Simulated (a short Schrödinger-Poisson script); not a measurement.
## MOS inversion layer, SiO2 on p-type Ge(111)

Stack: MOS inversion layer, SiO2 on p-type Ge(111), at 400 K.

```csv
layer,material,thickness (nm),Na (cm⁻³)
1,SiO2,0.9,-
2,Ge,880,2.2e17
```

Constants are typed, rounded textbook-type inputs, not results; the design itself was drawn at random and stands for no fabricated device. SiO2: permittivity 3.9, conduction-band edge (eV) 3.1, gap (eV) 9, electron mass (mₑ) 0.5. Ge: permittivity 16, conduction-band edge (eV) 0, gap (eV) 0.664, Nv at 300 K (cm⁻³) 6e18.

Channel valleys (confinement mass, in-plane density-of-states mass, number): L1 1.59, 0.08, 1; L3 0.09, 0.34, 3. At the gate the conduction-band edge of layer 1 lies 3.37 eV − eVg above the Fermi level of the channel; the field vanishes at the back. Gaps are held at their typed values at every temperature. Mesh 0.03 nm at interfaces.

Solved with a short Schrödinger-Poisson script written for these runs: 1D Poisson equation in equilibrium, electrons quantum, Hartree (BenDaniel-Duke, 12 states a valley, the channel's in-plane mass for all, wave functions free to enter the dielectric), parabolic valleys, classical holes, full ionisation, no traps, pinning or gate leakage.

| Vg (V) | electrons (cm⁻²) | C (μF/cm²) | L1 E0 (meV) | L1 E1 (meV) | L3 E0 (meV) | L3 E1 (meV) |
|---|---|---|---|---|---|---|
| 0.05 | 1.97e9 | 0.302 | 292.5 | 316.1 | 334.5 | 390.8 |
| 0.1 | 5.85e9 | 0.292 | 248.5 | 273.6 | 293.1 | 353.9 |
| 0.15 | 1.88e10 | 0.317 | 204.4 | 231.1 | 251.5 | 316.4 |
| 0.2 | 5.98e10 | 0.430 | 161.3 | 189.6 | 210.9 | 279.7 |
| 0.25 | 1.72e11 | 0.705 | 121.7 | 152.0 | 174.3 | 246.7 |
| 0.3 | 4.08e11 | 1.10 | 88.2 | 121.2 | 144.6 | 220.6 |
| 0.35 | 7.82e11 | 1.47 | 61.4 | 97.8 | 122.3 | 202.1 |
| 0.4 | 1.27e12 | 1.75 | 39.8 | 80.1 | 105.8 | 189.2 |
| 0.45 | 1.84e12 | 1.96 | 21.9 | 66.3 | 93.1 | 180.0 |
| 0.5 | 2.46e12 | 2.11 | 6.6 | 55.1 | 83.0 | 173.2 |
| 0.55 | 3.14e12 | 2.23 | -6.9 | 45.7 | 74.5 | 167.9 |
| 0.6 | 3.84e12 | 2.32 | -19.1 | 37.6 | 67.3 | 163.7 |
| 0.65 | 4.58e12 | 2.40 | -30.3 | 30.5 | 60.8 | 160.2 |
| 0.7 | 5.33e12 | 2.46 | -40.8 | 24.0 | 55.1 | 157.4 |
| 0.75 | 6.11e12 | 2.51 | -50.7 | 18.1 | 49.8 | 154.9 |
| 0.8 | 6.90e12 | 2.56 | -60.0 | 12.7 | 45.0 | 152.8 |
| 0.85 | 7.70e12 | 2.60 | -69.0 | 7.7 | 40.4 | 151.0 |
| 0.9 | 8.51e12 | 2.63 | -77.5 | 3.0 | 36.1 | 149.4 |
| 0.95 | 9.34e12 | 2.66 | -85.8 | -1.5 | 32.1 | 148.0 |
| 1 | 1.02e13 | 2.69 | -93.8 | -5.7 | 28.3 | 146.8 |
| 1.05 | 1.10e13 | 2.72 | -101.5 | -9.6 | 24.6 | 145.7 |

Subbands count from the Fermi level.

Only the L valleys are kept; under strong confinement the Δ valleys of Ge fill too.
